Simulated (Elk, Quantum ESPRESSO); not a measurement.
An Elk input for a self-consistent single point of YIr2 (Fd-3m, 6 atoms in the cell) (DFT, PBEsol, all-electron FP-LAPW, Elk's shipped species files, LAPW+lo basis):

```
tasks
  0

xctype
  22

rgkmax
  8.0

gmaxvr
  14.0

nxoapwlo
  1

rmtscf
  0.84

stype
  3

swidth
  0.00499791

avec
    0.0000000000    7.0811250424    7.0811250424
    7.0811250424    0.0000000000    7.0811250424
    7.0811250424    7.0811250424    0.0000000000

atoms
  2   : nspecies
  'Y.in'   : spfname
  2   : natoms; atposl, bfcmt below
  0.5000000000  0.5000000000  0.5000000000    0.0 0.0 0.0
  0.7500000000  0.7500000000  0.7500000000    0.0 0.0 0.0
  'Ir.in'   : spfname
  4   : natoms; atposl, bfcmt below
  0.6250000000  0.1250000000  0.1250000000    0.0 0.0 0.0
  0.1250000000  0.1250000000  0.6250000000    0.0 0.0 0.0
  0.1250000000  0.6250000000  0.1250000000    0.0 0.0 0.0
  0.1250000000  0.1250000000  0.1250000000    0.0 0.0 0.0

ngridk
  6 6 6
```

Q: Write the same calculation as an input for Quantum ESPRESSO.

A: This is the input that was run; spellings and numerical settings could be chosen otherwise.

```fortran
&CONTROL
 calculation = 'scf'
 prefix = 'pwscf'
 outdir = './tmp/'
 pseudo_dir = './'
 tprnfor = .true.
 tstress = .true.
/
&SYSTEM
 ibrav = 0
 nat = 6
 ntyp = 2
 ecutwfc = 75
 occupations = 'smearing'
 smearing = 'fermi-dirac'
 degauss = 0.0099958
/
&ELECTRONS
 conv_thr = 1e-10
 mixing_beta = 0.7
/
ATOMIC_SPECIES
Y     88.9058  Y.upf
Ir   192.2170  Ir.upf
ATOMIC_POSITIONS {crystal}
Y     0.5000000000    0.5000000000    0.5000000000
Y     0.7500000000    0.7500000000    0.7500000000
Ir    0.6250000000    0.1250000000    0.1250000000
Ir    0.1250000000    0.1250000000    0.6250000000
Ir    0.1250000000    0.6250000000    0.1250000000
Ir    0.1250000000    0.1250000000    0.1250000000
K_POINTS {automatic}
6 6 6  0 0 0
CELL_PARAMETERS {angstrom}
   0.0000000000     3.7471700000     3.7471700000
   3.7471700000     0.0000000000     3.7471700000
   3.7471700000     3.7471700000     0.0000000000
```

Basis settings and potentials, where a program has them, do not carry over. This input uses DFT, PBEsol, plane waves, PseudoDojo standard norm-conserving (PBESOL) pseudopotentials.

The starting cell comes from a database of computed structures (which also holds hypothetical and non-ambient phases and stackings), without a prior relaxation at this level. Its lattice was rescaled by a random factor within 2.5 % of one.
